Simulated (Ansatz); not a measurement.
We consider BaAl4 (I4/mmm, No. 139), described by PBEsol+SOC (PAW; Ansatz, an electronic-structure program).

Numerical settings: plane-wave cutoff 520 eV, 18×18×18 k mesh, Fermi–Dirac smearing 0.05 eV, PAW data made under PBE.

Computed at the level's own relaxed cell.

### Question
Estimate the equilibrium lattice constant a, lattice parameter c, volume per atom, pressure derivative B′ of the bulk modulus and bulk modulus that the calculation returns.

### Answer

- equilibrium lattice constant a = 4.514 Å
- lattice parameter c = 11.242 Å
- volume per atom = 22.91 Å³/atom
- pressure derivative B′ of the bulk modulus = 4.1
- bulk modulus = 55.1 GPa

The run finds no gap.

Note: the bulk modulus comes from volumes at which shape and atoms were relaxed.

Computed values are for the static lattice.

Cost on a shared machine: about 90 core-minutes (a rough figure).
